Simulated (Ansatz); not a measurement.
The starting structures come from a database of crystals and need not be the phases stable at ambient conditions.

Tunnelling through a barrier is set by its complex band structure: the current falls as exp(−2κd) with the smallest κ.

Given:

```xyz
15
Lattice="5.3873 -0.0270 -0.0015 1.4308 9.6514 0.2462 2.6374 -1.3482 6.0167" Properties=species:S:1:pos:R:3 pbc="T T T"
Tl     2.8163     8.9863     1.3535
Tl     6.6393    -0.7101     4.9079
Tl     1.2669     2.9837     0.5471
Tl     8.1887     5.2924     5.7143
Tl     3.8837     2.4807     2.8172
Tl     5.5719     5.7955     3.4441
C      2.7769     5.8790     1.5227
C      6.6787     2.3972     4.7386
C      4.0124    -0.6876     3.0076
N      3.8493     6.4784     1.6524
N      5.6063     1.7978     4.6089
N      2.9774    -0.0074     3.0616
N      6.4781     8.2835     3.1998
N      1.6617     5.3505     1.3973
N      7.7938     2.9257     4.8641
```

Space group of this cell: P-1. The cell was relaxed by PBE-D3(BJ); by r2SCAN its mean pressure is -1.1 GPa.

Transport runs along the normal of the first two printed cell vectors.

The gap is the functional's own. No spin-orbit coupling. Mid-gap values are interpolated on the energy grid.

Question: Compute, with r2SCAN (Ansatz, a program for electronic structure), the band gap and the smallest decay constant κ at mid-gap.

Answer: Gap 1.98 eV on a 6×4×6 mesh; κ = 0.299 1/Å, at (0.500, 0.500) of the in-plane reciprocal vectors. At the zone centre, at the nearest computed energy, the slowest state has κ = 0.30 1/Å.
